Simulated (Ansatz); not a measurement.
## Effect of pressure 100 GPa on HfSi2

Base system: HfSi$_{2}$ (space group Cmcm, No. 63; a = 3.683 Å, b = 14.598 Å, c = 3.658 Å).

The change: cell and atoms relaxed at a pressure of 100 GPa.

The values are results of Ansatz (a quantum-chemistry and plane-wave program) PBE, scalar-relativistic without spin-orbit coupling, not measurements. Γ-centred 13×13×13 mesh, Fermi–Dirac width 0.05 eV.

```tsv
quantity	base	changed	shift
density	7.93 g/cm³	11.56 g/cm³	+3.637 g/cm³
enthalpy H = E + PV relative to the base's energy	–	+8.19 eV/atom	–
band gap	zero	zero	–
```

Final structure:

```xyz
6
Lattice="1.6698 -6.0619 0.0000 1.6698 6.0619 0.0000 0.0000 0.0000 3.3294" Properties=species:S:1:pos:R:3 pbc="T T T"
Si     1.6698    -5.2631     2.4971
Si     1.6698     5.2631     0.8324
Si     1.6698     3.0304     2.4971
Si     1.6698    -3.0304     0.8324
Hf     1.6698    -1.1981     2.4971
Hf     1.6698     1.1981     0.8324
```

Cost of the whole job for the changed cell (relaxation, final SCF and bands): roughly 7 core-minutes.

Load acts through the strain it causes; cell and atoms are relaxed under it. Stability against distortions was not tested. Competing high-pressure phases were not computed. The final runs are not spin-polarised.
